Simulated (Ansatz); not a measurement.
Partial pair distribution functions of a relaxed model of amorphous Si24O49Ca, broadened by 0.06 Å; density 2.35 g/cm³. Calculation: PBE, scalar-relativistic without spin-orbit coupling (plane waves to 420 eV, PAW; Ansatz, an electronic-structure program).

A CHGNet melt-quench gave the starting glass, which DFT then relaxed. O atoms were pushed apart under 1.9 Å during the dynamics, to hinder bonds among them. The hot cell started wider than the set density and was brought back towards it in steps. It is the lowest in DFT energy of 2 quenches. It is a model cell: composition and starting density were chosen by hand, and all elements were melted together. No dispersion term was used. Its density started from a set value of 2.23 and ended at 2.35 g/cm³. The simulated quench (nominally 400 K/ps over its main leg) is rapid and tends to freeze in more defects than a deposited or slowly cooled glass has. A cell of this size samples the disorder only roughly. Volume and shape were free in the relaxation.

| r (Å) | g Si-O | g O-Ca | g Si-Si | g O-O |
|---|---|---|---|---|
| 1.35 | 0.00 | 0.00 | 0.00 | 0.00 |
| 1.45 | 0.36 | 0.00 | 0.00 | 0.00 |
| 1.55 | 7.29 | 0.00 | 0.00 | 0.00 |
| 1.65 | 14.96 | 0.00 | 0.00 | 0.00 |
| 1.75 | 2.81 | 0.00 | 0.00 | 0.00 |
| 1.85 | 0.31 | 0.00 | 0.00 | 0.00 |
| 1.95 | 0.03 | 0.07 | 0.00 | 0.00 |
| 2.05 | 0.00 | 2.68 | 0.00 | 0.00 |
| 2.15 | 0.00 | 7.20 | 0.00 | 0.00 |
| 2.25 | 0.00 | 1.33 | 0.00 | 0.00 |
| 2.35 | 0.00 | 0.20 | 0.00 | 0.01 |
| 2.45 | 0.00 | 1.65 | 0.00 | 0.35 |
| 2.55 | 0.00 | 0.93 | 0.00 | 3.06 |
| 2.65 | 0.00 | 0.03 | 0.01 | 6.00 |
| 2.75 | 0.00 | 0.00 | 0.17 | 3.91 |
| 2.85 | 0.00 | 0.00 | 0.98 | 1.06 |
| 2.95 | 0.03 | 0.00 | 3.31 | 0.40 |
| 3.05 | 0.18 | 0.00 | 5.05 | 0.59 |
| 3.15 | 0.48 | 0.00 | 3.99 | 0.45 |
| 3.25 | 0.92 | 0.12 | 1.32 | 0.47 |
| 3.35 | 0.80 | 1.01 | 0.16 | 0.63 |
| 3.45 | 0.80 | 1.75 | 0.00 | 0.62 |
| 3.55 | 1.21 | 1.34 | 0.00 | 0.46 |
| 3.65 | 1.40 | 0.11 | 0.03 | 0.44 |
| 3.75 | 1.48 | 0.52 | 0.14 | 0.66 |
| 3.85 | 1.37 | 2.24 | 0.06 | 0.71 |
| 3.95 | 1.62 | 1.32 | 0.43 | 0.74 |
| 4.05 | 1.76 | 0.45 | 0.68 | 1.06 |
| 4.15 | 1.91 | 0.55 | 0.53 | 1.05 |
| 4.25 | 2.12 | 2.79 | 0.88 | 0.76 |
| 4.35 | 1.35 | 2.41 | 1.29 | 0.75 |
| 4.45 | 0.63 | 1.43 | 0.80 | 0.90 |
| 4.55 | 0.53 | 1.54 | 1.04 | 0.91 |
| 4.65 | 0.63 | 1.93 | 1.13 | 0.99 |
| 4.75 | 0.77 | 0.79 | 1.39 | 1.25 |
| 4.85 | 0.65 | 0.95 | 1.32 | 1.43 |
| 4.95 | 0.68 | 1.07 | 1.53 | 1.30 |

Within 1.98 Å each Si has 4.00 O neighbours on average.
